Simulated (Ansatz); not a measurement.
The starting structures come from a database of crystals and need not be the phases stable at ambient conditions.

Evanescent states of RbLaTa2O7 (P4/mmm, not sure to be the ambient phase, 11 atoms a cell, 15.7 Å³ an atom, -4 GPa at this level) along the normal of (111)

Computed with r2SCAN (plane waves, PAW; Ansatz, a quantum-chemistry and plane-wave program).

No gap correction and no spin-orbit coupling; mid-gap values are interpolated between computed energies.

Energies count from the valence-band top; κ is the least over a 6×4 mesh across the current.

| E (eV) | κ (1/Å) | where |
|---|---|---|
| 0.07 | 0.109 | off Γ |
| 0.21 | 0.182 | off Γ |
| 0.35 | 0.226 | off Γ |
| 0.49 | 0.258 | off Γ |
| 0.63 | 0.283 | off Γ |
| 0.77 | 0.298 | Γ |
| 0.91 | 0.302 | Γ |
| 1.05 | 0.301 | Γ |
| 1.19 | 0.298 | Γ |
| 1.33 | 0.294 | Γ |
| 1.47 | 0.287 | Γ |
| 1.61 | 0.279 | Γ |
| 1.75 | 0.269 | Γ |
| 1.89 | 0.256 | Γ |
| 2.03 | 0.242 | Γ |
| 2.17 | 0.224 | Γ |
| 2.31 | 0.202 | Γ |
| 2.45 | 0.173 | Γ |
| 2.59 | 0.135 | Γ |
| 2.73 | 0.073 | Γ |

**Question.** How thick must the barrier be to attenuate the transmission by 10^4 when the electrodes' Fermi level lies at 1.75 eV, and what attenuation does that film give at 1.61 eV?

**Answer.** d = 4 ln 10 / (2 × 0.269) = 17.1 Å. At 1.61 eV it gives 4 × 0.279/0.269 = 4.1 decades.
